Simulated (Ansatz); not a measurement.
**A computed series for ZnS: response to strain**

Consider ZnS in the zinc blende structure (space group F-43m, No. 216).

```xyz
2
Lattice="0.0000 2.6946 2.6946 2.6946 0.0000 2.6946 2.6946 2.6946 0.0000" Properties=species:S:1:pos:R:3 pbc="T T T"
Zn     0.0000     0.0000     0.0000
S      1.3473     1.3473     1.3473
```

Cartesian axes are those of the cell as printed.

Strains are applied to the cell and any free atomic positions relax; under biaxial strain the out-of-plane vector relaxes too.

The values are results of r2SCAN/PAW in Ansatz (a program for electronic structure), spin-orbit coupling left out, not measurements.

Notes on the quantities. energy relative to the base: free energy F.

```tsv
biaxial strain, plane normal [001], relaxed out of plane (%)	energy relative to the base (meV/atom)
-3	11.2
-2.5	?
-2	4.9
-1.5	2.7
-1	1.2
-0.5	0.3
0	0.0
```

Task: Fit ΔE = Aε² + Bε³ (ε in %) to the rows shown and predict the withheld row.

Result: Least squares on the printed values gives A = 1.17 and B = -0.024 meV/atom (largest residual 0.0 meV/atom); this predicts 7.7 meV/atom, and the run gives 7.7 meV/atom, in agreement.

No phonon test of stability was made.
